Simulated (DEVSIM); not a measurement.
Structure: GaP/Si n-p heterojunction, at 300 K.

Layer 1 from the left is GaP, thickness (μm) 0.200, Nd (cm⁻³) 2.6e16, τn (s) 2.8e-7, τp (s) 2.8e-7. Layer 2 from the left is Si, thickness (μm) 1.70, Na (cm⁻³) 3e15, τn (s) 2.8e-7, τp (s) 2.8e-7.

Left contact: ohmic. Right contact: ohmic. Voltage is applied to the left contact. Recombination: SRH at mid-gap, radiative, Auger. Mobility is constant in doping.

The device is made up for the run: typed textbook-type constants, with dimensions and the other settings drawn at random. Values at 300 K.

GaP: gap (eV) 2.26, affinity (eV) 3.8, permittivity 11.1, Nc (cm⁻³) 1.8e19, Nv (cm⁻³) 1.9e19, μn (cm²/Vs) 250, μp (cm²/Vs) 150, B (cm³/s) 1e-13, Cn (cm⁶/s) 1e-30, Cp (cm⁶/s) 1e-30. Si: gap (eV) 1.124, affinity (eV) 4.05, permittivity 11.7, Nc (cm⁻³) 2.86e19, Nv (cm⁻³) 3.1e19, μn (cm²/Vs) 1417, μp (cm²/Vs) 470, B (cm³/s) 4.7e-15, Cn (cm⁶/s) 2.8e-31, Cp (cm⁶/s) 9.9e-32.

Simulated with DEVSIM: 1D drift-diffusion, Boltzmann statistics, complete ionisation; no tunnelling, impact ionisation, image-force lowering or self-heating. Band offsets follow the typed affinities; no thermionic-emission limit at abrupt steps, no polarisation charge.

Question: What does the simulation give for the dark forward voltage at 100 A/cm², the potential step across the device at zero bias, the largest field in the device at zero bias, the dark forward voltage at 1 A/cm²?

Answer: dark forward voltage at 100 A/cm² 0.736 V; potential step across the device at zero bias 0.966 V; largest field in the device at zero bias 41000 V/cm; dark forward voltage at 1 A/cm² 0.528 V.
